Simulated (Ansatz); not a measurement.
Take SnO2 in the rutile structure (space group P4_2/mnm, No. 136; a = 4.7685 Å, c = 3.2114 Å) as the base.

The values are results of PBEsol (Ansatz, an electronic-structure program, PAW, spin-orbit coupling left out), earlier PAW set, not measurements.

Modification: the cell is scaled by 1.0367 in all directions; the atoms relax in the strained cell.

Question: What does the calculation give for the largest internal atomic displacement after the change?

Answer: The largest internal atomic displacement amounts to 0.021 Å.

Question: What happens to the energy relative to the base?

Answer: The energy grows by 78 meV/atom.

No phonon test of stability was made. The final runs are not spin-polarised.
